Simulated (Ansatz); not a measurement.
# CaC6 (R-3m, No. 166, 7 atoms in the cell)

Computed with r²SCAN in Ansatz (plane waves, PAW).

Settings: plane-wave cutoff 560 eV, 16×16×16 k mesh, Fermi–Dirac smearing 0.05 eV, scalar-relativistic PAW data made under PBE.

Cell (relaxed at this level):

```
CELL_PARAMETERS angstrom
      4.62606    -2.16463    -0.01769
      4.62606     2.16463    -0.01769
      3.62701     0.00000     3.59600
ATOMIC_POSITIONS crystal
  Ca 0.00000 0.00000 0.00000
  C  0.16673 0.83327 0.50000
  C  0.50000 0.16673 0.83327
  C  0.83327 0.50000 0.16673
  C  0.83327 0.16673 0.50000
  C  0.50000 0.83327 0.16673
  C  0.16673 0.50000 0.83327
```

- bulk modulus B0 = 118 GPa
- band gap = zero (no gap)

Note: the relaxation could not lower the start's symmetry, so the cell can be a saddle point above a distorted one; the bulk modulus comes from volumes at which shape and atoms were relaxed.

The computed numbers hold no vibrational or temperature effects.

Ansatz is an electronic-structure program.
